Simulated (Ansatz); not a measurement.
Levels about the gap of amorphous V16O40 (56 atoms in a cell of 869 Å³, 2.78 g/cm³; zone centre alone, so wide bands show as single levels with stretches between that a denser mesh fills), at the geometry that PBE relaxed, where it gives 0.0 GPa on a denser mesh. The participation number counts the atoms over which a state spreads; weights are charges in smoothed Voronoi cells. The levels come from a single point, so bond lengths are those of that geometry. Method of the levels: r2SCAN, scalar-relativistic without spin-orbit coupling (Ansatz, an electronic-structure program). Sampling: the zone centre alone; Fermi-Dirac width 0.01 eV; collinear spin, started from moments on atoms (the moments died out). At PBE the levels at the filled edge of the gap are localised (band-tail or defect states), and the nearest spread-out levels lie 2.0 eV apart at the zone centre.

A CHGNet melt-quench gave the starting glass, which DFT then relaxed. O atoms were pushed apart under 1.9 Å during the dynamics, to hinder bonds among them. The hot cell started wider than the set density and was brought back towards it in steps. It is the lowest in DFT energy of 2 quenches. It is a model cell: composition and starting density were chosen by hand, and all elements were melted together. No dispersion term was used. Its density started from a set value of 3.21 and ended at 2.78 g/cm³. Cooling (nominally 280 K/ps over its main leg) ran many orders faster than in experiment, which tends to leave more defects and strain. One small periodic cell is one sample of the glass; other quenches scatter about these values. The volume was free in the relaxation, at fixed shape. Stress components on the final sampling reach 0.6 GPa. On a 2×2×2 Γ-centred mesh force components of up to 0.16 eV/Å stay, since the relaxation ran on the zone centre alone.

| E - E(highest filled), eV | filling | spin | participation number | largest on | weight O | weight V |
|---|---|---|---|---|---|---|
| -0.28 | filled | up | 15.2 | O, 2 neighbours | 0.96 | 0.04 |
| -0.14 | filled | up | 5.3 | O, 2 neighbours | 0.95 | 0.05 |
| -0.14 | filled | dn | 5.3 | O, 2 neighbours | 0.95 | 0.05 |
| -0.09 | filled | dn | 9.0 | O, 2 neighbours | 0.93 | 0.07 |
| -0.09 | filled | up | 9.0 | O, 2 neighbours | 0.93 | 0.07 |
| 0.00 | filled | dn | 6.3 | O, 2 neighbours | 0.96 | 0.04 |
| 0.00 | filled | up | 6.3 | O, 2 neighbours | 0.96 | 0.04 |
| 1.99 | empty | up | 6.1 | V, 6 neighbours | 0.22 | 0.78 |
| 1.99 | empty | dn | 6.1 | V, 6 neighbours | 0.22 | 0.78 |
| 2.18 | empty | dn | 6.8 | V, 5 neighbours | 0.20 | 0.80 |
| 2.18 | empty | up | 6.8 | V, 5 neighbours | 0.20 | 0.80 |
| 2.23 | empty | dn | 8.9 | V, 5 neighbours | 0.22 | 0.78 |
| 2.23 | empty | up | 8.9 | V, 5 neighbours | 0.22 | 0.78 |
| 2.35 | empty | up | 9.8 | V, 5 neighbours | 0.23 | 0.77 |

Most localised among these is the filled level at -0.14 eV, on a O atom, which has 2 neighbours (V 1.75 Å, V 1.86 Å).
